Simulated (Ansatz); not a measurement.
We consider Hf2N2O (P2₁/m, No. 11, 10 atoms in the cell; start mp-776205), described by dielectric-dependent PBEsol hybrid in Ansatz (plane waves, PAW).

Numerical settings: plane-wave cutoff 460 eV, 6×6×4 k mesh (along the axes of the cell as run), Fermi–Dirac smearing 0.01 eV, scalar-relativistic PAW data made under PBE.

Cell (relaxed with PBEsol):

Hf2N2O is modelled in the monoclinic space group P2₁/m (No. 11), Pearson symbol mP10. Conventional cell: a = 4.259 Å, b = 3.402 Å, c = 8.577 Å, α = 90.00°, β = 100.67°, γ = 90.00°. Hf1 on 2e sees 4 N at 2.089–2.136 Å and 2 N at 2.416 Å. Hf2 on 2e is surrounded by 2 O at 1.996 Å and 1 O at 2.180 Å and 1 N at 2.163 Å and 1 N at 2.296 Å and 2 N at 2.582 Å. N1 on 2e has 3 Hf at 2.089–2.163 Å and 1 Hf at 2.296 Å. N2 on 2e sees 2 Hf at 2.125–2.136 Å and 2 Hf at 2.416 Å and 2 Hf at 2.582 Å (octahedral). O on 2e has 2 Hf at 1.996 Å and 1 Hf at 2.180 Å (trigonal pyramidal). (Neighbours: up to the widest gap in distance over summed covalent radii, below 1.35, at either atom; cation-cation and far metal-metal contacts left out.)

### Question
What does this level give for the band gap, smallest direct gap on the k points sampled and Γ–Γ gap?

### Answer

- band gap = 1.90 eV
- smallest direct gap on the k points sampled = 2.48 eV
- Γ–Γ gap = 3.03 eV

Note: cell and atoms aren't relaxed at this level (largest force component 0.22 eV/Å, pressure -1.1 GPa).

Spin–orbit coupling is not included.

Static lattice: no zero-point or thermal effects.

A start named mp-… is a Materials Project structure, which need not be a measured phase.

Ansatz is an electronic-structure program.
